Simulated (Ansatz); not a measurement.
Start from HfB2 (space group P6/mmm, No. 191; a = 3.128 Å, c = 3.446 Å; relaxed with 0.1 eV smearing). Axes: x lies along a and z along c of the hexagonal cell.

The values are results of PBEsol (Ansatz, a quantum-chemistry and plane-wave program), scalar-relativistic without spin-orbit coupling, not measurements.

Perturbation: every lattice vector is shortened by 1.42 %; the atoms relax in the strained cell.

Task: Predict the stress tensor and what it implies for the stiffness.

Result: Stress of the strained cell less that of the base (GPa, compression positive):
```
   12.7     0.0     0.0
    0.0    12.7     0.0
    0.0     0.0    11.3
```

Then B = −ΔP/(ΔV/V₀) with ΔV/V₀ = -0.0420 gives secant stiffness values (nonlinear terms included at this strain): B (at held cell shape, above the free-shape value) ≈ 291 GPa.

As a check, the harmonic strain energy −½ V₀ Δσ:ε is 16 meV/atom; the computed energy rise is 15 meV/atom.

No phonon test of stability was made. All final runs are without spin polarisation.
